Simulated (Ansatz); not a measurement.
## SnS, response to strain

The reference is SnS in the zinc blende structure (space group F-43m, No. 216; a cell from a computed database, its experimental status unchecked; relaxed with 0.1 eV smearing).

```yaml
crystal:
  lattice:
    - [0.00000, 3.20520, 3.20520]
    - [3.20520, 0.00000, 3.20520]
    - [3.20520, 3.20520, 0.00000]
  atoms:
    - { symbol: Sn, position: [0.00000, 0.00000, 0.00000] }
    - { symbol: S, position: [0.25000, 0.25000, 0.25000] }
```

Strains are applied to the cell and any free atomic positions relax.

Levels (all Ansatz, an electronic-structure program, PAW): PBEsol (420 eV, spin-orbit coupling left out); HSE06 (420 eV, no spin-orbit coupling).

Band gaps by level, all at the geometries relaxed with PBEsol:

```csv
case,PBEsol,HSE06
base,zero,–
isotropic strain +1.89 %,0.10 eV,0.56 eV
isotropic strain +4.99 %,0.37 eV,0.87 eV
```

Single points use the geometry relaxed with PBEsol. HSE06 was sampled on its mesh, a few special points and the semilocal edge points, so its gap is an upper bound. No phonon test of stability was made. All final runs are without spin polarisation. A zero or small gap of SnS can be the functional's error rather than a property of the material.
